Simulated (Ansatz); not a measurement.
**Fermi-surface data of TiC under load (space group I4/mmm)**

Consider the following.

```yaml
crystal:
  lattice:
    - [0.00000, 2.14497, 2.15491]
    - [2.14497, 0.00000, 2.15491]
    - [2.14497, 2.14497, 0.00000]
  atoms:
    - { symbol: Ti, position: [0.00000, 0.00000, 0.00000] }
    - { symbol: C, position: [0.50000, 0.50000, 0.50000] }
```

These are PBEsol, rigid bands (plane waves, PAW, scalar-relativistic; Ansatz, a first-principles code) values and carry that method's errors. Condition of this run: uniaxial stress zz = -2 GPa (compression positive) (the target of the relaxation). How the cell was made: cell and atoms relaxed with PBEsol, then loaded as said.

density of states at the Fermi level: 0.289 states/(eV·cell), both spins
bare Sommerfeld coefficient: 0.34 mJ/(mol of atoms·K²)
Drude plasma energy: 3.6 eV
root-mean-square Fermi velocity: 5.8e5 m/s
resistivity times τ: 38 ×10⁻²² Ω·m·s

A metal at this level (no band gap); rigid bands, thermally averaged at 300 K, both spins. Spin-orbit coupling is left out. τ is one relaxation time for all states.
